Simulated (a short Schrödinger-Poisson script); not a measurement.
System: MOS inversion layer, HfO2 on p-type Si(100), at 300 K.

From the gate side: 6.6 nm HfO2; 1200 nm Si, acceptors 1.3e17 cm⁻³.

Constants are typed, rounded textbook-type inputs, not results; the design itself was drawn at random and stands for no fabricated device. HfO2: permittivity 22, conduction-band edge (eV) 1.55, gap (eV) 5.7, electron mass (mₑ) 0.2. Si: permittivity 11.7, conduction-band edge (eV) 0, gap (eV) 1.124, Nv at 300 K (cm⁻³) 3.1e19.

Channel valleys (confinement mass, in-plane density-of-states mass, number): Δ2 0.916, 0.19, 2; Δ4 0.19, 0.417, 4. At the gate the conduction-band edge of layer 1 lies 1.65 eV − eVg above the Fermi level of the channel; the field vanishes at the back. Gaps are held at their typed values at every temperature. Mesh 0.03 nm at interfaces.

From a short Schrödinger-Poisson script (our own, NumPy): 1D Poisson equation in equilibrium, electrons quantum, Hartree (BenDaniel-Duke, 12 states a valley, the channel's in-plane mass for all, wave functions ending at the dielectric), parabolic valleys, classical holes, full ionisation, no traps, pinning or gate leakage.

```tsv
Vg (V)	electrons (cm⁻²)	C (μF/cm²)	Δ2 E0 (meV from the Fermi level)	Δ4 E0 (meV from the Fermi level)
0	2.20e9	0.124	217.7	254.9
0.05	1.28e10	0.176	171.5	209.6
0.1	6.59e10	0.406	128.4	167.6
0.15	2.37e11	0.857	93.9	135.1
0.2	5.56e11	1.25	70.0	114.1
0.25	9.79e11	1.50	53.1	100.6
0.3	1.47e12	1.66	40.4	91.3
0.35	2.00e12	1.77	30.1	84.5
0.4	2.56e12	1.85	21.4	79.3
0.45	3.15e12	1.91	13.9	75.0
0.5	3.75e12	1.96	7.1	71.4
0.55	4.37e12	2.01	1.0	68.4
0.6	5.00e12	2.04	-4.7	65.7
0.65	5.64e12	2.07	-10.0	63.3
0.7	6.29e12	2.10	-15.0	61.2
0.75	6.95e12	2.12	-19.8	59.2
0.8	7.61e12	2.14	-24.4	57.4
0.85	8.28e12	2.15	-28.8	55.7
```

Gate voltages with under 1e9 electrons/cm² are left out.

Q: At Vg = 0.85 V the lowest Δ2 subband lies at -28.8 meV from the Fermi level. How many electrons does it hold, and what share of all?

A: The two-dimensional density of states is g m/(πħ²) = 1.59e11 cm⁻² meV⁻¹ (both spins), kT = 25.9 meV, so n = D kT ln(1 + exp(−E/kT)) = 5.74e12 cm⁻², 0.69 of the 8.28e12 cm⁻² in all.

Q: Compare the slope of the sheet density between 0.75 and 0.85 V with the geometric capacitance of the layers between gate and channel.

A: q Δn/ΔV = 2.13 μF/cm²; ε0/Σ(t/ε) = 2.95 μF/cm². The ratio is 0.72: the channel acts as a further capacitance in series.
